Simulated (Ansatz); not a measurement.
A periodic model of amorphous IGZO (In9Ga9Zn9O37):

```xyz
64
Lattice="9.3151 0.0000 0.0000 0.0000 9.3151 0.0000 0.0000 0.0000 9.3151" Properties=species:S:1:pos:R:3 pbc="T T T"
In     5.8532     0.0008     5.9237
In     5.8071     6.0382     4.7674
In     5.4796     1.2015     0.2287
In     8.5177     3.8183     0.2813
In     8.6093     0.0533     0.5306
In     8.4838     1.7149     7.1461
In     1.3530     8.2388     7.5002
In     8.7476     7.7190     4.7026
In     6.8078     6.5131     1.3499
Ga     0.6123     4.7065     6.3380
Ga     6.3836     3.6707     5.8890
Ga     3.1287     4.2358     4.1777
Ga     4.2801     7.9685     8.7433
Ga     1.8671     1.1576     5.2700
Ga     2.5292     2.5490     8.1433
Ga     8.9145     4.5816     3.4803
Ga     8.5930     1.3820     3.5967
Ga     2.9708     7.6707     4.3990
Zn     0.6920     6.5814     1.4911
Zn     5.7146     9.0372     2.8984
Zn     7.8125     6.8228     7.5330
Zn     2.1383     9.2420     1.7474
Zn     2.0403     3.2174     1.6598
Zn     5.9728     3.2534     2.7180
Zn     3.7841     6.2329     1.9314
Zn     5.2265     4.4485     8.9588
Zn     3.6275     5.4909     6.9763
O      0.5446     4.6340     1.7240
O      5.5633     4.9526     7.0206
O      3.4048     4.3740     2.3491
O      7.3953     0.0475     4.2237
O      6.5431     1.9381     6.3372
O      4.7759     6.3437     0.2341
O      5.1582     3.9404     4.4195
O      6.8925     7.4037     5.9356
O      3.0644     2.2522     4.2928
O      8.5407     6.4790     3.0137
O      3.5684     5.9741     4.9828
O      2.3752     7.3834     2.6557
O      7.6317     1.8619     9.1868
O      1.2074     2.4241     0.1275
O      1.1791     4.5125     4.5460
O      8.7101     3.7838     7.4122
O      8.0372     2.9882     2.9202
O      8.2569     6.0888     9.1994
O      2.1381     1.7701     3.1547
O      4.3587     8.8902     4.5562
O      0.1292     1.7922     5.2344
O      6.7793     8.6093     1.1518
O      6.5243     4.3507     1.1216
O      0.2678     6.5654     6.4584
O      3.7109     9.2366     0.6309
O      5.4575     6.9143     2.9336
O      5.5565     9.0608     7.9461
O      2.2087     1.0225     7.0967
O      8.6908     9.0037     7.6116
O      1.0393     8.0885     0.3136
O      1.4693     8.5902     5.1156
O      3.1957     7.3233     7.3993
O      4.2554     2.7914     8.7723
O      5.4100     1.5196     2.2682
O      7.6622     4.7895     5.0164
O      2.2781     4.1112     7.0782
O      0.2385     0.3425     2.3960
```

These are PBE, scalar-relativistic without spin-orbit coupling (plane waves to 420 eV, PAW; Ansatz, a program for electronic structure) values and carry that method's errors. The usual formal charges leave 2 holes over, so the level spacing at the Fermi energy parts defect or band states and needn't be the band gap.

The cell was made by melting and quenching with the CHGNet potential and then relaxed with DFT. O atoms were pushed apart under 1.9 Å during the dynamics, to hinder bonds among them. The hot cell started wider than the set density and was brought back towards it in steps. It is the lowest in DFT energy of 2 quenches. It is a model cell: composition and starting density were chosen by hand, and all elements were melted together. No dispersion term was used. Its density started from a set value of 5.84 and ended at 5.84 g/cm³. The simulated quench (nominally 210 K/ps over its main leg) is rapid and tends to freeze in more defects than a deposited or slowly cooled glass has. A cell of this size samples the disorder only roughly. The volume was held where the preparation left it, at a PBE pressure of 2.6 GPa. Stress components on the final sampling reach 3.8 GPa.

Cut-offs for bonds: In-In 3.12 Å, In-Ga 2.90 Å, In-Zn 2.90 Å, In-O 2.64 Å, Ga-Ga 2.68 Å, Ga-Zn 2.68 Å, Ga-O 2.36 Å, Zn-Zn 2.68 Å, Zn-O 2.56 Å, O-O 1.58 Å. Two cations that share two anions don't count as bonded, nor two that share one unless they lie closer than In-In 3.04 Å, In-Ga 2.82 Å, In-Zn 2.82 Å, Ga-Ga 2.61 Å, Ga-Zn 2.61 Å, Zn-Zn 2.61 Å.

Task: Give the coordination numbers, mean bond lengths and angles.

Result: 
```
Property                                                         Result
---------------------------------  ------------------------------------
Mean coordination of In by anions             5.56 (4 with 5, 5 with 6)
Mean coordination of Ga by anions             4.33 (6 with 4, 3 with 5)
Mean coordination of Zn by anions             4.33 (6 with 4, 3 with 5)
Mean coordination of O                      3.51 (18 with 3, 19 with 4)
Mean In-O bond                     2.200 Å (spread 0.112 Å, 50 counted)
Mean Ga-O bond                     1.908 Å (spread 0.075 Å, 39 counted)
Mean Zn-O bond                     2.043 Å (spread 0.126 Å, 39 counted)
Mean O-O bond                       1.545 Å (spread 0.000 Å, 1 counted)
Bond angle at In                              mean 104.4°, spread 28.9°
Bond angle at Ga                              mean 107.8°, spread 19.5°
Bond angle at Zn                              mean 107.3°, spread 23.2°
Bond angle at O                               mean 111.0°, spread 16.8°
```

Task: List the pairs of like atoms that count as bonded by the rules above.

Result: O36-O46 (1.54 Å).
